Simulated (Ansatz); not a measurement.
Start from CsGeI3 (space group R3m, No. 160; a = 8.2610 Å, c = 10.3350 Å (hexagonal axes)). Axes: x lies along a and z along c of the hexagonal cell.

Computed with PBEsol (Ansatz, an electronic-structure program, PAW, no spin-orbit coupling).

Base values:

The shortest interatomic distance is 2.785 Å and the pressure is 0.0 kbar.

Perturbation: tensile biaxial strain of 0.36 % in the plane normal to [001], as in epitaxy on a mismatched substrate; the out-of-plane cell vector and the atoms relax.

### Question
Estimate the effect on the shortest interatomic distance, pressure and out-of-plane strain.

### Answer
The shortest interatomic distance increases by 0.0028 Å, from 2.785 Å to 2.787 Å; the pressure (mean of the normal stresses, compression positive) goes from zero to -0.8 kbar; the out-of-plane strain amounts to -0.29 %.

Stability against distortions was not tested.
